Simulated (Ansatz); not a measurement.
Worked calculations on one periodic cell of amorphous Si₂₄O₅₀Sn: Si24O50Sn, 75 atoms, volume 1129.3 Å³, made by a melt-quench on the CHGNet potential and relaxed with DFT. O atoms were pushed apart under 1.9 Å during the dynamics, to hinder bonds among them. It is a model cell: composition and starting density were chosen by hand, and all elements were melted together. Cycles of charging were run to anneal it. These are PBE, scalar-relativistic without spin-orbit coupling (plane waves to 420 eV, PAW; Ansatz, a quantum-chemistry and plane-wave program) values and carry that method's errors. Sampling: a 2×2×2 Γ-centred mesh; Fermi-Dirac width 0.02 eV; no spin polarisation. Its volume was held where the quench left it, its shape was held as a cube, and it stands at a mean pressure of 0.0 GPa with stress components up to 2.3 GPa; the relaxation ran on the zone centre alone. Its density went from a set 2.34 to 2.34 g/cm³. The cell is small and was quenched far faster than a real film, so it is one sample of the glass.

**Question.** Count formal charges (Si +4, O -2, Sn +4). What does the count lead one to expect at the Fermi level, and what does the calculation give?

**Answer.** 24 × (+4) + 50 × (-2) + 1 × (+4) = 0. The charges balance, so the anion-derived valence states can be full and a gap can open. On this mesh the highest filled and lowest empty level lie 3.39 eV apart; localised defect or tail levels set that (at the zone centre the more localised edge state sits most on one Sn atom with neighbours O 1.97 Å, O 1.99 Å, O 2.00 Å, O 2.00 Å), and the nearest spread-out levels lie 5.6 eV apart.

Four energies for an added electron at PBE on the zone centre alone (charged cells in a uniform background, spin-polarised): neutral at the neutral geometry -49729.741 eV; charged at the neutral geometry -49724.534 eV; charged and relaxed -49725.357 eV; neutral at the charged geometry -49728.768 eV.

**Question.** Find the two relaxation energies and their sum, the reorganisation energy.

**Answer.** On charging: -49724.534 − (-49725.357) = 0.823 eV. On discharging: -49728.768 − (-49729.741) = 0.973 eV. The sum is 1.796 eV. The carrier's level spreads over 5 of the 75 atoms' worth, so it counts as localised, most on one Sn atom with neighbours O 1.97 Å, O 1.99 Å, O 2.00 Å, O 2.00 Å (neutral geometry). The values are uncorrected: the image energy of a point charge in this cell, 2.84 × 14.40 / (2 × 10.4) = 2.0 eV before screening, is screened by electrons alone at the fixed geometry and by ions too after relaxing, and the carrier can be spread before it relaxes, so each term can be off by up to that value times 1/ε∞, some tenths of an eV. PBE's self-interaction favours spread-out carriers, so a hybrid can localise more.

Four energies for a hole at PBE on the zone centre alone (charged cells in a uniform background, spin-polarised): neutral at the neutral geometry -49729.741 eV; charged at the neutral geometry -49730.910 eV; charged and relaxed -49730.979 eV; neutral at the charged geometry -49729.553 eV.

**Question.** Find the two relaxation energies and their sum, the reorganisation energy.

**Answer.** On charging: -49730.910 − (-49730.979) = 0.069 eV. On discharging: -49729.553 − (-49729.741) = 0.188 eV. The sum is 0.257 eV. The carrier's level spreads over 11 of the 75 atoms' worth, so it counts as partly localised, most on one O atom with neighbours Si 1.64 Å, Sn 2.00 Å (neutral geometry). The values are uncorrected: the image energy of a point charge in this cell, 2.84 × 14.40 / (2 × 10.4) = 2.0 eV before screening, is screened by electrons alone at the fixed geometry and by ions too after relaxing, and the carrier can be spread before it relaxes, so each term can be off by up to that value times 1/ε∞, some tenths of an eV. PBE's self-interaction favours spread-out carriers, so a hybrid can localise more.
